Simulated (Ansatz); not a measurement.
The starting structures come from a database of crystals and need not be the phases stable at ambient conditions.

The decay constant κ of evanescent states in the gap governs leakage through a thin film.

Input:

```
CaHI
1.0
    3.98080     0.00000     0.00000
    0.00000     3.98080     0.00000
    0.00000     0.00000     8.60091
Ca H I
2 2 2
Direct
  0.00000   0.50000   0.13837
  0.50000   0.00000   0.86163
  0.50000   0.50000   0.00000
  0.00000   0.00000   0.00000
  0.00000   0.50000   0.67973
  0.50000   0.00000   0.32027
```

Space group of this cell: P4/nmm. The cell was relaxed by PBE-D3(BJ); by r2SCAN its mean pressure is 1.6 GPa.

Transport runs along the normal of the first two printed cell vectors, the (001) plane of the conventional cell.

The gap is the functional's own, uncorrected, and κ follows it; spin-orbit coupling is left out. Mid-gap values are interpolated between the computed energies.

**Question.** State the band gap and the smallest decay constant κ at mid-gap according to r2SCAN (Ansatz, a program for electronic structure).

**Answer.** Gap 3.57 eV on a 8×8×4 mesh; κ = 0.266 1/Å, at the zone centre.
